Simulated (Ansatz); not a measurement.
Crystal: C (P6_3/mmc, 4 atoms a cell, 5.7 Å³ an atom); both levels run on this one cell.

Complex bands along the normal of (001) by Ansatz (plane waves, PAW, no spin-orbit coupling). r2SCAN gives a gap of 3.58 eV and a slowest mid-gap decay of 0.258 1/Å.

Task: What does PBE give on the same cell, and what does that do to the current through 2 nm?

Result: Gap 3.31 eV, κ = 0.260 1/Å. The mid-gap transmission through 2 nm changes by exp(2 × 20 × (0.258 − 0.260)) = a factor of 0.92 against r2SCAN.

Ansatz is a first-principles code.
